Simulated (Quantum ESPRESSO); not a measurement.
How far to go with the plane-wave cutoff: MnBe₃ (P4mm, 4 atoms in the cell)

```xyz
4
Lattice="3.2355 0.0000 0.0000 0.0000 3.2355 0.0000 0.0000 0.0000 3.2355" Properties=species:S:1:pos:R:3 pbc="T T T"
Be     0.0500     1.6177     1.6177
Be     1.6177     0.0000     1.6177
Be     1.6177     1.6177     0.0000
Mn     0.0000     0.0000     0.0000
```
Moments meant for the start (each program seeds them in its own way; μB, in the order of the atoms Be Be Be Mn): 0.0 0.0 0.0 4.0.

Method: LDA (PZ), GBRV 1.5 ultrasoft (LDA) pseudopotentials (plane waves; Quantum ESPRESSO 7.5).

Base settings: ecutwfc = 50 Ry; ecutrho = 400 Ry; occupations = smearing; smearing = gauss; degauss = 0.0073499 Ry; nspin = 2; potentials = {Be: be_lda_v1.4.uspp.F.UPF, Mn: mn_lda_v1.5.uspp.F.UPF}; K_POINTS = automatic 4 4 4 0 0 0; conv_thr = 1e-10 Ry; mixing_beta = 0.3.

Moved along: ecutrho.

The mesh stays at the base's, so the ladder's end is converged at best in this setting alone.

Only quantities that move along the ladder and can be compared are tabulated.

The magnetic state is not the same in all runs (site moments differ, or a search went on to a lower state), so steps between rows are not convergence errors alone.

The count of work is k-points × plane waves × bands × iterations; it is no time. Core times come from one kind of shared machine, to one figure; runs under 30 s give none.

The starting cell comes from a database of computed structures (which also holds hypothetical and non-ambient phases and stackings), without a prior relaxation at this level. Its lattice was rescaled by up to half a per cent. One atom was moved a little off its site on purpose. With one magnetic atom in the cell only a parallel order is possible. In the base run, with a pressure of about -7 GPa the cell is away from its equilibrium volume at this level. Without a gap this mesh is coarse (it stands for a supercell whose shortest vector is 13 Å).

| ecutwfc | free energy less the last step's (meV/atom) | pressure (GPa) | largest difference of a force vector from the last step's (eV/Å) | net moment (μB/atom) | count of work / last | core time / last (rough) |
|---|---|---|---|---|---|---|
| 17.5 Ry | 12941.34 | -908.95 | 0.053 | 0.245 | 0.059 | – |
| 20 Ry | 5706.83 | -476.30 | 0.062 | 0.263 | 0.045 | – |
| 22 Ry | 2915.31 | -278.32 | 0.022 | 0.130 | 0.15 | – |
| 25 Ry | 1003.92 | -118.88 | 0.002 | 0.228 | 0.098 | – |
| 28 Ry | 355.33 | -53.96 | 0.003 | 0.225 | 0.11 | – |
| 30 Ry | 158.85 | -30.50 | 0.002 | 0.225 | 0.12 | – |
| 35 Ry | 23.04 | -10.58 | 0.000 | 0.225 | 0.14 | – |
| 40 Ry | 6.96 | -7.47 | 0.000 | 0.225 | 0.21 | – |
| 45 Ry | 4.60 | -7.19 | 0.000 | 0.225 | 0.26 | – |
| 50 Ry | 3.47 | -7.10 | 0.000 | 0.225 | 0.26 | – |
| 55 Ry | 3.17 | -7.03 | 0.000 | 0.225 | 0.37 | 0.4 |
| 60 Ry | 3.11 | -7.03 | 0.000 | 0.225 | 0.33 | 0.3 |
| 68 Ry | 2.50 | -7.11 | 0.000 | 0.225 | 0.43 | 0.4 |
| 75 Ry | 1.83 | -7.08 | 0.000 | 0.225 | 0.45 | 0.4 |
| 88 Ry | 1.31 | -7.05 | 0.000 | 0.225 | 0.63 | 0.6 |
| 100 Ry | 0.73 | -7.09 | 0.000 | 0.225 | 0.69 | 0.6 |
| 120 Ry | 0.00 | -7.02 | 0.000 | 0.225 | 1.0 | 1 |

Coarsest ecutwfc that holds the net moment within 0.01 μB/atom of the last step, with all finer ones: 25 Ry, at 0.098 of the last step's count of work; the step before is off by 0.095 μB/atom.

State of the free energy at the end of the ladder: still drifting one way, by 1.3 meV/atom over the last two steps, so the last step is no safe reference.

Coarsest ecutwfc that holds the pressure within 1 GPa of the last step, with all finer ones: 40 Ry, at 0.21 of the last step's count of work; the step before is off by 3.6 GPa.

Two neighbours can agree and both be off: 50 Ry and 55 Ry differ by 0.31 meV/atom in the free energy, yet lie about 3.2 meV/atom from the last step.

At the lowest cutoff the pressure lies 902 GPa under the last step's, the usual sign of Pulay stress in an incomplete plane-wave basis.
